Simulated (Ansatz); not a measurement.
Start from a 16-atom supercell of BeTe in the zinc blende structure (space group F-43m, No. 216; a = 5.6569 Å) at its relaxed geometry.

Method: r2SCAN, PAW, 500 eV (Ansatz, a program for electronic structure; spin-orbit coupling left out).

Before the change:

Pressure: 0.0 GPa

Perturbation: a neutral H interstitial (started 2.31 Å from the nearest host atom), atoms relaxed at fixed cell, starting from a slightly rattled geometry.

**Question.** What happens to the final site of the added atom and pressure?

**Answer.** The final site of the added atom is 1 Be at 1.48 Å; the pressure goes from zero to 0.6 GPa.

The magnetic state is the one reached from the starting moments; the real material's order can differ, and small cells can't hold many antiferromagnetic ones. The cell is small, so the values are those of an ordered compound at a high defect concentration; dilute-limit values will differ. A case with no gap was solved on a k-mesh chosen for an insulator, which is coarse for it. The defect cell is spin-polarised and ends with 0.9 μB.
